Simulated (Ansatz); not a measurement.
**LaOF (P4/nmm, No. 129, 6 atoms in the cell; start mp-7100)**

Level of theory: HSE06 (Ansatz, a first-principles code, PAW).

Settings: plane-wave cutoff 460 eV, 6×6×4 k mesh (along the axes of the cell as run), Fermi–Dirac smearing 0.01 eV, scalar-relativistic PAW data made under PBE.

Cell (relaxed with PBEsol):

```xyz
6
Lattice="4.0402 0.0000 0.0000 0.0000 4.0402 0.0000 0.0000 0.0000 5.7780" Properties=species:S:1:pos:R:3 pbc="T T T"
La     2.0201     0.0000     4.1376
La     0.0000     2.0201     1.6404
O      0.0000     0.0000     2.8890
O      2.0201     2.0201     2.8890
F      2.0201     2.0201     0.0000
F      0.0000     0.0000     0.0000
```

```json
{
 "band_gap": "6.43 eV",
 "smallest_direct_gap_on_the_k_points_sampled": "6.51 eV",
 "Γ–Γ gap": "7.04 eV"
}
```

Note: cell and atoms aren't relaxed at this level (largest force component 0.12 eV/Å, pressure 2.7 GPa).

Spin–orbit coupling is not included.

Static lattice: no zero-point or thermal effects.

Computing time: roughly 8 core-minutes.

A start named mp-… is a Materials Project structure, which need not be a measured phase.
